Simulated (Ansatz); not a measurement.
Base system: KF in the rock salt structure (space group Fm-3m, No. 225; a = 5.3068 Å). Axes: x, y, z lie along the cube axes.

Level of theory: Ansatz (a program for electronic structure), PBEsol, PAW, cutoff 420 eV, without spin-orbit coupling.

Strains are applied to the cell and any free atomic positions relax; under biaxial strain the out-of-plane vector relaxes too.

One change was made to it. Results:

| quantity | base | after |
|---|---|---|
| pressure (mean of the normal stresses, compression positive) | -0.01 GPa | -1.08 GPa |
| electron mass | 0.54 mₑ (at Γ) | 0.57 mₑ out of plane, 0.53 mₑ in plane (at Γ) |
| band gap | 6.15 eV | 5.92 eV |
| volume per atom | 18.68 Å³ | 19.43 Å³ |

Problem. What was done to the base?
(A) biaxial strain +0.50 %, plane normal [001], relaxed out of plane
(B) biaxial strain +2.50 %, plane normal [001], relaxed out of plane
(C) biaxial strain −2.50 %, plane normal [001], relaxed out of plane

Solution. B, biaxial strain +2.50 %, plane normal [001], relaxed out of plane. For comparison, the band gap in the other runs: biaxial strain +0.50 %, plane normal [001], relaxed out of plane gives 6.10 eV; biaxial strain −2.50 %, plane normal [001], relaxed out of plane gives 6.33 eV.

Masses are band curvatures over ±0.01 Å⁻¹ around the edge. Whether these cells are dynamically stable was not tested.
